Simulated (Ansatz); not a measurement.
Results of r²SCAN0 in Ansatz (plane waves, PAW) for SrMgF4 (Cmc2₁, No. 36, 12 atoms in the cell; start COD 7218677).

Numerical settings: plane-wave cutoff 520 eV, 6×6×4 k mesh (along the axes of the cell as run), Fermi–Dirac smearing 0.01 eV, scalar-relativistic PAW data made under PBE.

Cell (measured lattice):

Space group Cmc2₁ (No. 36); a = 3.937 Å, b = 14.488 Å, c = 5.638 Å, α = 90.00°, β = 90.00°, γ = 90.00°

```
atom  site  symmetry       x       y       z
----  ----  --------  ------  ------  ------
Sr      4a       m..  0.0000  0.3418  0.0462
Mg      4a       m..  0.0000  0.0835  0.0948
F       4a       m..  0.0000  0.5843  0.1130
F       4a       m..  0.0000  0.2001  0.2869
F       4a       m..  0.0000  0.0327  0.4291
F       4a       m..  0.0000  0.1602  0.8130
```
(The calculation used a cell of 12 atoms; values per cell refer to that cell.)

Task: What does this level give for the band gap and smallest direct gap on the k points sampled?

Result: 
band gap: 10.30 eV
smallest direct gap on the k points sampled: 10.37 eV

Note: the file's cell can be that of a phase stable at another temperature; cell and atoms aren't relaxed at this level (largest force component 0.17 eV/Å, pressure -1.9 GPa).

Spin–orbit coupling is not included.

It cost around 26 core-minutes (rough) of CPU time.

Ansatz is an electronic-structure program.
